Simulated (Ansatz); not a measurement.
Effect of H interstitial (started 1.90 Å from the nearest host atom), symmetric start on Rh

Base system: a 12-atom supercell of Rh in the fcc (Cu type) structure (space group Fm-3m, No. 225; a = 3.800 Å) at its relaxed geometry.

One thing is altered: one H atom is added in an open site, starting 1.90 Å from the nearest host atom, atoms relaxed at fixed cell.

The values are results of r2SCAN, PAW, 500 eV (Ansatz, a quantum-chemistry and plane-wave program; without spin-orbit coupling), earlier PAW set, not measurements. k-mesh 7×5×7 (Γ-centred); smearing 0.05 eV (Fermi–Dirac).

```json
[
 {"quantity": "pressure", "base": "0.0 GPa", "changed": "4.3 GPa", "shift": "+4.3 GPa"},
 {"quantity": "largest displacement of a host atom from its site in the perfect cell", "base": "–", "changed": "0.03 Å", "shift": "–"},
 {"quantity": "final site of the added atom", "base": "–", "changed": "6 Rh at 1.93 Å (octahedral)", "shift": "–"}
]
```

Final structure:

```xyz
13
Lattice="0.0000 3.8001 3.8001 3.8001 -3.8001 3.8001 3.8001 3.8001 0.0000" Properties=species:S:1:pos:R:3 pbc="T T T"
Rh     0.0000     0.0000     0.0000
Rh     1.9001     1.9001     0.0000
Rh     1.8982     0.0311     1.8982
Rh     3.7690     1.9019     1.8982
Rh     3.8073    -0.0072     3.8073
Rh     5.7021     1.8982     3.8312
Rh     0.0000     1.9001     1.9001
Rh     1.9001     3.8001     1.9001
Rh     1.8982     1.9019     3.7690
Rh     3.7930     3.8073     3.7930
Rh     3.8312     1.8982     5.7021
Rh     5.7021     3.7690     5.7021
H      1.9001    -1.9001     1.9001
```

The cell is small, so the values are those of an ordered compound at a high defect concentration; dilute-limit values will differ. The defect started on the symmetric site and kept its symmetry, so it may sit on a saddle. The final runs are not spin-polarised. An odd electron count without spin: Rh12H. The defect cell is not spin-polarised.
